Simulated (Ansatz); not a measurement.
An Ansatz (a first-principles code) run: C; DFT with PBEsol-D3(BJ), PAW potentials and a 420 eV plane-wave cutoff in Ansatz, spin-orbit coupling left out.

Input:

Ansatz 0.2 input:
```yaml
crystal:
  lattice:
    - [2.4582789335, 0, 0]
    - [-1.2291394668, 2.128932006, 0]
    - [0, 0, 6.5634823386]
  atoms:
    - { symbol: C, position: [0, 0, 0.25] }
    - { symbol: C, position: [0, 0, 0.75] }
    - { symbol: C, position: [0.3333333333, 0.6666666667, 0.25] }
    - { symbol: C, position: [0.6666666667, 0.3333333333, 0.75] }
basis: { ecutwfc: 420, ecutrho_ratio: 4, xc_grid: 2, fft_grid_basis: typed }
kpoints: { mp_grid: { grid: [15, 15, 5] } }
hamiltonian:
  xc: pbesol
  dispersion: d3bj
  pseudopotentials: { kind: paw }
scf: { occupations: { method: fermi_dirac, width: 0.05 }, convergence: { dr2_threshold: 0.0000000004 } }
output: { forces: true, stress: true }
```

Output (explanatory and most iteration lines left out):

```
Pseudopotential: C, paw, valence charge 4
Crystal: 4 atoms, lattice volume = 34.350 Å³
Basis set: ecut = 420 eV, 651 PW (Γ), exchange–correlation on 36×36×90 points (8 copies of the dense FFT grid, shifted against one another)
Bands: 12, of which v1, the nominal top of the filled ones, is band 8 counted from 1 (7 counted from 0)
Symmetry: 24 space group operations
Space group: P63/mmc (ITA 194), of the structure as read, at distance tolerance 3.3e-5 Å
k-points: 81 of 1125
Functional: x = pbesol(κ = 0.804, μ = 0.12345679012345678), c = pbesol(β = 0.046)
SCF iter   1: F=—  HF=-987.194304 eV  |F-HF|=—  |Δ(HF+E_count)|=         —  Δρ=3.72e-3  dr2=3.52e-3  ethr=1.77e-3  ⟨swp⟩=5.5  Hψ=5193  notcnv=0
SCF iter   2: F=—  HF=-987.194644 eV  |F-HF|=—  |Δ(HF+E_count)|=   3.40e-4  Δρ=2.14e-3  dr2=1.40e-3  ethr=2.20e-5  ⟨swp⟩=2.0  Hψ=1966  notcnv=0
SCF 1 converged in 7 iterations: F = -987.194745 eV  dr2 = 5.17e-11
SCF converged after 7 iterations
Free energy (F): -987.194745 eV
Internal energy: -987.193501 eV  (E = F + TS)
E sigma→0 (E₀):  -987.194123 eV
Entropy (-TS):   -0.001244 eV (-0.311 meV/atom)
Fermi energy:    7.193238 eV
  E_disp       = -0.450757  (pairwise vdW)
--- Forces (eV/Å), atoms counted from 1 ---
  atom   1  C     -0.00000000     0.00000000     0.00000000
  atom   2  C     -0.00000000    -0.00000000     0.00000000
  atom   3  C     -0.00000000    -0.00000000     0.00000000
  atom   4  C      0.00000000     0.00000000     0.00000000
--- Stress (GPa, compression-positive) ---
        0.001967       0.000000       0.000000
        0.000000       0.001967       0.000000
        0.000000       0.000000       0.002697
  P = ⅓ Tr σ = 0.0022 GPa (0.022 kbar)
```

Whether these cells are dynamically stable was not tested. The cell is C in the graphite type structure (space group P6_3/mmc, No. 194; layered, stacked along the Cartesian z axis).
